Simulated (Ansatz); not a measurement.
The reference is GaAs in the zinc blende structure (space group F-43m, No. 216; a = 5.667 Å). Axes: x, y, z lie along the cube axes.

Level of theory: r2SCAN, PAW, 500 eV (Ansatz, an electronic-structure program; no SOC).

One thing is altered: an isotropic linear strain of −2.00 %, atoms relaxed at fixed cell.

Predict the stress tensor and what it implies for the stiffness.

Stress of the strained cell less that of the base (GPa, compression positive):
```
   5.04    0.00    0.00
   0.00    5.04    0.00
   0.00    0.00    5.04
```

Then B = −ΔP/(ΔV/V₀) with ΔV/V₀ = -0.0588 gives secant stiffness values (nonlinear terms included at this strain): B ≈ 86 GPa.

As a check, the harmonic strain energy −½ V₀ Δσ:ε is 21 meV/atom; the computed energy rise is 20 meV/atom.

Whether these cells are dynamically stable was not tested.
